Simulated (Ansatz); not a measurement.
C on the Si site + O vacancy in alpha quartz (start: the Si site; O 1.63 Å away; 72-site cell, 2×2×2 Γ-centred sampling). Computed with PBE, PAW (plane waves to 420 eV; Ansatz, a first-principles code). Total energies of the localised charge states, counted from that of charge +1, and their image corrections (point charge with alignment); the host's valence-band maximum lies at 1.990 eV on the cells' energy zero and its gap is 5.68 eV.

| charge | moment (μB) | E − E(first) (eV) | correction (eV) |
|---|---|---|---|
| +1 | 1.0 | 0.000 | 0.193 |
| 0 | not spin-polarised | 4.487 | 0.000 |

**Question.** Derive the transition levels above the valence-band maximum and say which of them are thermodynamic.

**Answer.** A level is the Fermi energy at which two charges have equal formation energy: ε(q/q′) = [E(q′) + corr(q′) − E(q) − corr(q)] / (q − q′) − E_VBM.
ε(+1/0) = [(4.487 + 0.000) − (0.000 + 0.193)] / 1 − 1.990 = 2.30 eV
Thermodynamic levels at least 0.1 eV inside the gap: (+1/0) at 2.30 eV. They hold to tenths of an eV in this cell. Charges with a result: +1, 0. Others weren't obtained, and one of them could lie lower, also by skipping a charge. The geometries come from one start. Flagged in the runs: a host whose relaxation on this sampling wasn't shown to rest, a strain field that reaches the edge of the cell.
